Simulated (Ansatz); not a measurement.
Take NaCl in the rock salt structure (space group Fm-3m, No. 225; a = 5.601 Å) as the base. Axes: x, y, z lie along the cube axes.

All numbers come from PBEsol (Ansatz, an electronic-structure program), no spin-orbit coupling.

For the base:

| Quantity | Value |
|---|---|
| Band gap | 5.01 eV |
| Pressure | 0.01 GPa |

It is then changed as follows: biaxial strain −1.67 %, plane normal [111], relaxed out of plane (Cartesian); in-plane vectors clamped, the third vector and the atoms free.

Question: What does the calculation give for the ratio −ε⊥/ε∥, energy relative to the base, band gap and pressure after the change?

Answer: The ratio −ε⊥/ε∥ amounts to 0.85; the energy increases by 1.8 meV/atom; the band gap rises by 0.03 eV to 5.04 eV; the pressure (mean of the normal stresses, compression positive) rises by 0.52 GPa to 0.53 GPa.

Whether these cells are dynamically stable was not tested.
